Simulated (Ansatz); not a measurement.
For A15 Nb3Sn (cubic form, which distorts at low temperature), BLYP (Ansatz, a program for electronic structure, plane waves, PAW) gives:

- equilibrium lattice constant a: 5.393 Å
- bulk modulus: 145 GPa
- enthalpy of formation: -0.076 eV/atom

**Question.** What does r²SCAN+rVV10 (plane waves, PAW; Ansatz) give for the same quantities?

**Answer.** 
- lattice constant a: 5.289 Å (drops by 1.9 %)
- bulk modulus: 174 GPa (goes up by 20 %)
- formation enthalpy: -0.269 eV/atom (moves by -0.193 eV/atom)

For comparison: lattice constant a 5.289 Å (measured, temperature not stated, no zero-point or thermal correction; as tabulated in Priinits et al. (2024), arXiv:2406.00817); bulk modulus 165 GPa (measured, 4 K, zero-point motion not removed; as tabulated in Lu and Klein (1997), arXiv:cond-mat/9704251); formation enthalpy -0.158 ± 0.02 eV/atom (measured, 298 K, copied from a table, unchecked, not corrected to a static lattice; as tabulated in Wang et al. (2021), doi:10.1038/s41598-021-94550-5).

Changes are worked out from the printed values.

Unless a cell is named, each level is at its own relaxed cell (BLYP 19.61, r²SCAN+rVV10 18.50 Å³/atom).

Levels without +SOC leave out spin–orbit coupling, which shifts energies and cells of such heavy elements.

Caveats: an element that serves as reference has a cell well above its measured volume (BLYP); symmetry holds this phase in the static calculation, where it need not be a minimum (BLYP, r²SCAN+rVV10). Ansatz's density-functional and Hartree–Fock values are scalar-relativistic unless marked +SOC, with PAW data made under PBE.
